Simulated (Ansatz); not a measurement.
Start from InSb in the zinc blende structure (space group F-43m, No. 216; a = 6.5561 Å). Axes: x, y, z lie along the cube axes.

All numbers come from Ansatz (a quantum-chemistry and plane-wave program) r2SCAN, without spin-orbit coupling.

Strains are applied to the cell and any free atomic positions relax; under biaxial strain the out-of-plane vector relaxes too.

One change was made to it. Results:

The energy rises by 13 meV/atom; the pressure (mean of the normal stresses, compression positive) goes from zero to 1.4 GPa; the shortest interatomic distance decreases by 0.026 Å (2.839 Å → 2.813 Å).

Task: Name the change that was made.
(A) biaxial strain −1.00 %, plane normal [001], relaxed out of plane
(B) biaxial strain −3.00 %, plane normal [001], relaxed out of plane
(C) biaxial strain −0.50 %, plane normal [001], relaxed out of plane

Result: B, biaxial strain −3.00 %, plane normal [001], relaxed out of plane. For comparison, the energy relative to the base in the other runs: biaxial strain −1.00 %, plane normal [001], relaxed out of plane gives +1.4 meV/atom; biaxial strain −0.50 %, plane normal [001], relaxed out of plane gives +0.3 meV/atom.

Whether these cells are dynamically stable was not tested. All final runs are without spin polarisation. Gaps under 0.05 eV, about the width of the smearing, are given as zero.
